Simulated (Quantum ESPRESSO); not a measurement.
A self-consistent single point of PbSe₂ (P1, 6 atoms in the cell) with Quantum ESPRESSO.

Method: LDA (PZ), GBRV 1.5 ultrasoft (LDA) pseudopotentials (plane waves; Quantum ESPRESSO).

The change in words: atoms moved at random. Reference geometry:
```
PbSe2
1.0
   -3.22050     3.22050     3.88034
    3.22050    -3.22050     3.88034
    3.22050     3.22050    -3.88034
Pb Se
2 4
Direct
  0.25000   0.25000   0.00000
  0.75000   0.75000   0.00000
  0.62982   0.12982   0.75964
  0.37018   0.87018   0.24036
  0.12982   0.37018   0.50000
  0.87018   0.62982   0.50000
```

Reference input (self-consistent single point, DFT, LDA (PZ), plane waves, GBRV 1.5 ultrasoft (LDA) pseudopotentials): ecutwfc = 40 Ry; ecutrho = 200 Ry; occupations = smearing; smearing = gauss; degauss = 0.0147 Ry; potentials = {Pb: pb_lda_v1.uspp.F.UPF, Se: se_lda_v1.uspp.F.UPF}; K_POINTS = automatic 4 4 4 0 0 0; conv_thr = 1e-09 Ry; mixing_beta = 0.5. This run's input differs from it in these lines:

```diff
@@ -30,8 +30,8 @@
 ATOMIC_POSITIONS {crystal}
-Pb    0.25000000    0.25000000    0.00000000
-Pb    0.75000000    0.75000000    0.00000000
-Se    0.62982000    0.12982000    0.75964000
-Se    0.37018000    0.87018000    0.24036000
-Se    0.12982000    0.37018000    0.50000000
-Se    0.87018000    0.62982000    0.50000000
+Pb    0.24460100    0.25358400   -0.00516000
+Pb    0.74252600    0.73884900   -0.01127500
+Se    0.63715600    0.13261000    0.76954300
+Se    0.37416300    0.87665400    0.23705300
+Se    0.12758500    0.36106000    0.50607500
+Se    0.87396900    0.63724200    0.50376500
 K_POINTS {automatic}
```

Output, abridged:

```
     Self-consistent Calculation

     iteration #  1     ecut=    40.00 Ry     beta= 0.50

     Threshold (ethr) on eigenvalues was too large:
     Diagonalizing with lowered threshold

     negative rho (up, down):  3.033E-02 0.000E+00

     total energy              =    -500.91908137 Ry
     estimated scf accuracy    <       0.10857282 Ry

     iteration #  2     ecut=    40.00 Ry     beta= 0.50

     negative rho (up, down):  3.051E-02 0.000E+00

     total energy              =    -500.93829399 Ry
     estimated scf accuracy    <       0.01403057 Ry

     iteration #  3     ecut=    40.00 Ry     beta= 0.50

     negative rho (up, down):  3.038E-02 0.000E+00

     total energy              =    -500.94021400 Ry
     estimated scf accuracy    <       0.00189387 Ry

   [... 5 blocks of this kind left out ...]

     iteration #  9     ecut=    40.00 Ry     beta= 0.50

     negative rho (up, down):  3.066E-02 0.000E+00

     total energy              =    -500.94051802 Ry
     estimated scf accuracy    <          3.8E-09 Ry

     iteration # 10     ecut=    40.00 Ry     beta= 0.50

     negative rho (up, down):  3.066E-02 0.000E+00
     End of self-consistent calculation

     the Fermi energy is     7.4717 ev

!    total energy              =    -500.94051803 Ry
     estimated scf accuracy    <          1.1E-10 Ry
     smearing contrib. (-TS)   =      -0.00074338 Ry
     internal energy E=F+TS    =    -500.93977464 Ry

     convergence has been achieved in  10 iterations

     negative rho (up, down):  3.066E-02 0.000E+00

     Forces acting on atoms (cartesian axes, Ry/au):

     atom    1 type  1   force =     0.00130171    0.00340973   -0.00156913
     atom    2 type  1   force =     0.00105800    0.00111084    0.00204340
     atom    3 type  2   force =    -0.00679368   -0.00908140   -0.00025326
     atom    4 type  2   force =     0.00538907    0.00744431   -0.00394591
     atom    5 type  2   force =     0.00239778   -0.00783220    0.00648377
   [... lines left out ...]
     Total force =     0.020087     Total SCF correction =     0.000027
   [... lines left out ...]

     negative rho (up, down):  3.066E-02 0.000E+00
          total   stress  (Ry/bohr**3)                   (kbar)     P=      -31.62
  -0.00023913  -0.00000507  -0.00000285          -35.18       -0.75       -0.42
  -0.00000507  -0.00024325  -0.00000215           -0.75      -35.78       -0.32
  -0.00000285  -0.00000215  -0.00016251           -0.42       -0.32      -23.91

   JOB DONE.
```

The run converged in 10 iterations. Against the reference run the free energy rises by 2.4 meV/atom, the pressure goes from -2.68 to -3.16 GPa and the largest force goes from 0.249 to 0.292 eV/Å.

The starting cell comes from a database of computed structures (which also holds hypothetical and non-ambient phases and stackings), without a prior relaxation at this level. Its lattice was rescaled by a random factor within 2.5 % of one. For this run, on top of that: atoms moved at random. With a pressure of about -3 GPa the cell is away from its equilibrium volume at this level. The run gives no clean gap (levels at the Fermi energy touch, overlap or are partly filled at this smearing), which alone does not show that the compound is a metal.

Cost on one core of a shared machine: roughly 5 min.
